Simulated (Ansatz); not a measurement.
A one-dimensional CsCl body, 2 atoms a period, stretched and compressed along its axis from its relaxed period of 6.368 Å, atoms relaxed at each length.

```yaml
crystal:
  lattice:
    - [11.00000, 0.00000, 0.00000]
    - [0.00000, 11.00000, 0.00000]
    - [0.00000, 0.00000, 6.36774]
  atoms:
    - { symbol: Cs, position: [0.50000, 0.50000, 0.00000] }
    - { symbol: Cl, position: [0.50000, 0.50000, 0.50000] }
```

Calculation: PBE (plane waves to 420 eV, PAW; Ansatz, a quantum-chemistry and plane-wave program). Mesh 1×1×48. No spin polarisation. It repeats along c; a and b span vacuum. A hypothetical model. Symmetry and one short period hold its shape; lower forms weren't sought. Pairing along the axis, which can open a gap, is among the distortions not tried. Buckling under compression is shut out by symmetry and the short period. Energies are free energies at a Fermi–Dirac width of 0.02 eV, from the unstrained cell.

```
strain (%)  energy (meV a period)  axial force (nN)  PBE gap (eV)
----------  ---------------------  ----------------  ------------
-3.0                          [?]               [?]           [?]
-1.5                           +6             -0.21          3.94
0.0                             0             -0.01          3.98
+1.5                          [?]               [?]           [?]
+3.0                          +18             +0.30          4.01
```

Complete the blanks.


- -3.0, energy (meV a period): +25
- -3.0, axial force (nN): -0.44
- -3.0, PBE gap (eV): 3.89
- +1.5, energy (meV a period): +5
- +1.5, axial force (nN): +0.16
- +1.5, PBE gap (eV): 4.00
